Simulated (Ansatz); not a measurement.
## Pressure series in CaMnO3

Consider CaMnO₃ in the cubic perovskite structure (space group Pm-3m, No. 221; a = 3.7186 Å; ferromagnetic; a cell from a computed database, its experimental status unchecked).

Cell and atoms are relaxed at each pressure.

The values are results of PBEsol (Ansatz, an electronic-structure program; PAW; 420 eV plane waves; spin-orbit coupling left out), not measurements.

```json
[
 {"P (GPa)": "-2.00", "V (Å³/atom)": "10.393"},
 {"P (GPa)": "-1.00", "V (Å³/atom)": "10.338"},
 {"P (GPa)": "0.29", "V (Å³/atom)": "10.269"},
 {"P (GPa)": "0.68", "V (Å³/atom)": "10.248"},
 {"P (GPa)": "1.50", "V (Å³/atom)": "10.206"},
 {"P (GPa)": "3.00", "V (Å³/atom)": "10.131"},
 {"P (GPa)": "5.00", "V (Å³/atom)": "10.036"},
 {"P (GPa)": "7.50", "V (Å³/atom)": "9.923"},
 {"P (GPa)": "10.00", "V (Å³/atom)": "9.816"}
]
```

A third-order Birch–Murnaghan fit to these points gives V₀ = 10.28 Å³/atom, B₀ = 194 GPa and B₀′ = 4.4. At pressure 10 GPa the volume is 95.5 % of V₀.

Load acts through the strain it causes; cell and atoms are relaxed under it. Stability against distortions was not tested. No other phases were tried under pressure. No Hubbard U is applied and the magnetic state is the run's own (CaMnO3 ferromagnetic); small cells can't hold the antiferromagnetic order that many such compounds have, so gaps and moments can be off. Many cubic perovskites are stable only at high temperature; tilts and polar distortions were not tested.
